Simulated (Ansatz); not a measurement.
An ideal cubic perovskite cell is held by its symmetry; such compounds can tilt or shift off centre at room temperature. The starting structures come from a database of crystals and need not be the phases stable at ambient conditions.

 Where the default PAW files enter, the runs use the earlier of Ansatz's two default sets.

Input:

```xyz
5
Lattice="4.1248 0.0000 0.0000 0.0000 4.1248 0.0000 0.0000 0.0000 4.1248" Properties=species:S:1:pos:R:3 pbc="T T T"
Zr     0.0000     0.0000     0.0000
Pb     2.0624     2.0624     2.0624
O      2.0624     0.0000     0.0000
O      0.0000     2.0624     0.0000
O      0.0000     0.0000     2.0624
```

Space group of this cell: Pm-3m, cubic perovskite. The cell is strained (all lengths scaled by 0.98); by r2SCAN its mean pressure is 4.5 GPa.

Transport runs along the normal of the first two printed cell vectors, the (001) plane of the conventional cell.

The gap is the functional's own, uncorrected, and κ follows it; spin-orbit coupling is left out. Mid-gap values are interpolated between the computed energies.

Task: Estimate the band gap and the smallest decay constant κ at mid-gap that r2SCAN (Ansatz, an electronic-structure program) returns for this system.

Result: Gap 2.90 eV on a 8×8×8 mesh; κ = 0.207 1/Å, at the zone centre.
